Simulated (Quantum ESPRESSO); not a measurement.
**Quick settings and what they miss: La₂MgAl₃ (R-3m, 6 atoms in the cell)**

Self-consistent single point.

```xyz
6
Lattice="2.9783 1.7195 4.7590 -2.9783 1.7195 4.7590 0.0000 -3.4391 4.7590" Properties=species:S:1:pos:R:3 pbc="T T T"
La     0.0000     0.0000     8.8357
La     0.0000     0.0000     5.4414
Mg     0.0000     0.0000     0.0000
Al    -1.4892     0.8598     2.3795
Al     0.0000    -1.7195     2.3795
Al     1.4892     0.8598     2.3795
```

Computed with LDA (PZ), GBRV 1.5 ultrasoft (LDA) pseudopotentials (plane waves; Quantum ESPRESSO).

Base settings: ecutwfc = 40 Ry; ecutrho = 200 Ry; occupations = smearing; smearing = fd; degauss = 0.0099958 Ry; potentials = {La: la_lda_v1.uspp.F.UPF, Mg: mg_lda_v1.4.uspp.F.UPF, Al: al_lda_v1.uspp.F.UPF}; K_POINTS = automatic 7 7 7 0 0 0; conv_thr = 1e-10 Ry.

Tight run (finer mesh or higher cutoff; not a proven limit): ecutwfc: 40 Ry → 56 Ry; ecutrho: 200 Ry → 280 Ry; conv_thr: 1e-10 Ry → 7.3e-11 Ry; K_POINTS: automatic 7 7 7 0 0 0 → automatic 10 10 10 0 0 0. It gave Fermi level (on the code's own zero) 8.80 eV; pressure -4.96 GPa; largest force (vector length) 0.028 eV/Å.

Quick runs, as changes from the base:
- A: the base itself
- B: ecutwfc: 40 Ry → 28 Ry; ecutrho: 200 Ry → 140 Ry; K_POINTS: automatic 7 7 7 0 0 0 → automatic 8 8 8 1 1 1
- C: ecutwfc: 40 Ry → 20 Ry; ecutrho: 200 Ry → 100 Ry; smearing: fd → cold; conv_thr: 1e-10 Ry → 7.3e-05 Ry; K_POINTS: automatic 7 7 7 0 0 0 → automatic 8 8 8 1 1 1
- D: K_POINTS: automatic 7 7 7 0 0 0 → automatic 4 4 4 0 0 0
- E: ecutwfc: 40 Ry → 28 Ry; ecutrho: 200 Ry → 140 Ry; conv_thr: 1e-10 Ry → 7.3e-06 Ry; K_POINTS: automatic 7 7 7 0 0 0 → automatic 4 4 4 0 0 0
- F: ecutwfc: 40 Ry → 24 Ry; ecutrho: 200 Ry → 120 Ry; K_POINTS: automatic 7 7 7 0 0 0 → automatic 3 3 3 0 0 0

Energies are extrapolated to zero smearing width, which holds to low order in the width alone (under cold and Methfessel-Paxton smearing the free energy itself is taken).

Dashes: pressure of C, E, not trusted under this conv_thr with d or f elements; time of C, E, F, under 30 s.

The count of work is k-points × plane waves × bands × iterations; it is no time. Core times come from one kind of shared machine and are given to one figure; runs under 30 s give none.

The starting cell comes from a database of computed structures (which also holds hypothetical and non-ambient phases and stackings), without a prior relaxation at this level. Its lattice was rescaled by a random factor within 2.5 % of one. In the base run, with a pressure of about -5 GPa the cell is away from its equilibrium volume at this level.

```csv
run,energy less tight (meV/atom),pressure less tight (GPa),largest miss in a force vector (eV/Å),count of work / tight,core time / tight (rough)
A,1.1,0.02,0.008,0.23,0.3
B,54.3,-2.74,0.004,0.18,0.2
C,1039.5,–,0.047,0.050,–
D,-8.2,-0.01,0.006,0.067,0.1
E,45.0,–,0.020,0.022,–
F,263.5,-10.10,0.014,0.014,–
```

Among the runs at the tight run's level, the energy misses run from 1.1 to 1039.5 meV/atom.
